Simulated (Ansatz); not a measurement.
SiC3 (model structure, P-4m2, No. 115, 4 atoms in the cell) was calculated with G0W0@PBEsol+SOC in Ansatz (hard PAW, contour deformation, complete-basis limit, spin–orbit shift from PBEsol).

Run with largest k mesh 10×10×6 (not extrapolated in the mesh).

Cell (relaxed with PBEsol):

```cif
data_C3Si
_chemical_formula_sum 'C3 Si1'
_space_group_name_H-M_alt 'P-4m2'
_space_group_IT_number 115
_space_group_name_Hall 'P -4 -2'
_cell_length_a 2.78385
_cell_length_b 2.78385
_cell_length_c 4.09495
_cell_angle_alpha 90.000
_cell_angle_beta 90.000
_cell_angle_gamma 90.000
loop_
_atom_site_label
_atom_site_type_symbol
_atom_site_symmetry_multiplicity
_atom_site_Wyckoff_symbol
_atom_site_fract_x
_atom_site_fract_y
_atom_site_fract_z
_atom_site_occupancy
C1 C 1 a 0.00000 0.00000 0.00000 1
C2 C 2 g 0.50000 0.00000 0.21073 1
Si1 Si 1 c 0.50000 0.50000 0.50000 1
```

### Question
Predict the band gap.

### Answer

* **band gap**: 2.40 eV

Note: spin–orbit coupling enters as the shift of the gap found with a semilocal functional; the relaxation could raise the start's symmetry but not lower it, so the cell can be a saddle point.

Computed values are for the static lattice.

Cost on a shared machine: roughly 120 core-minutes.

A model structure was made by putting elements into a prototype or built by hand; it is no filed structure, need not be a known phase, and can be a saddle point held by its symmetry.

Ansatz is a program for electronic structure.
